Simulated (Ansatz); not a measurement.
System: LaH₃ (Fm-3m, No. 225; cell taken from a computed entry). Method: r²SCAN in Ansatz (plane waves, PAW).

Settings: plane-wave cutoff 560 eV, 18×18×18 k mesh, Fermi–Dirac smearing 0.05 eV, scalar-relativistic PAW data made under PBE.

Cell (relaxed with PBEsol):

```
CELL_PARAMETERS angstrom
      0.00000     2.75020     2.75020
      2.75020     0.00000     2.75020
      2.75020     2.75020     0.00000
ATOMIC_POSITIONS crystal
  La 0.00000 0.00000 0.00000
  H  0.50000 0.50000 0.50000
  H  0.75000 0.75000 0.75000
  H  0.25000 0.25000 0.25000
```

### Question
What does this level give for the band gap?

### Answer

band gap: 0.08 eV (under three smearing widths, so not firm)

Note: cell and atoms aren't relaxed at this level (pressure 3.4 GPa).

Spin–orbit coupling is not included; it can close the smallest gap of 0.08 eV.

Static lattice: no zero-point or thermal effects.

Cost on a shared machine: very roughly 18 core-seconds.

Ansatz is a quantum-chemistry and plane-wave program.
